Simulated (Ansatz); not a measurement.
We consider BeAlNO (model structure, started from the AlSiCN type, P3m1, No. 156, 4 atoms in the cell), described by PBEsol in Ansatz (PAW).

Numerical settings: plane-wave cutoff 520 eV, 12×12×8 k mesh (along the axes of the cell as run), Fermi–Dirac smearing 0.01 eV, scalar-relativistic PAW data made under PBE.

The cell is the one relaxed with PBEsol. Conventional cell: a = 2.9843 Å, b = 2.9843 Å, c = 4.6524 Å, α = 90.00°, β = 90.00°, γ = 120.00°.

```yaml
crystal:
  lattice:
    - [2.98434, 0.00000, 0.00000]
    - [-1.49217, 2.58452, 0.00000]
    - [0.00000, 0.00000, 4.65236]
  atoms:
    - { symbol: Al, position: [0.33333, 0.66667, 0.51127] }
    - { symbol: Be, position: [0.66667, 0.33333, 0.99165] }
    - { symbol: O, position: [0.33333, 0.66667, 0.11306] }
    - { symbol: N, position: [0.66667, 0.33333, 0.63401] }
```

Q: List the 10 lowest band energies at Γ above −25 eV (eV, relative to the valence band maximum), grouping those that round alike.

A: At Γ: -18.33, -13.92, -6.33, -2.11 (×2), -0.54, 0.00 (×2), 4.38, 8.17.

Note: the relaxation could raise the start's symmetry but not lower it, so the cell can be a saddle point.

A model structure was made by putting elements into a prototype or built by hand; it is no filed structure, need not be a known phase, and can be a saddle point held by its symmetry.

Ansatz is a first-principles code.
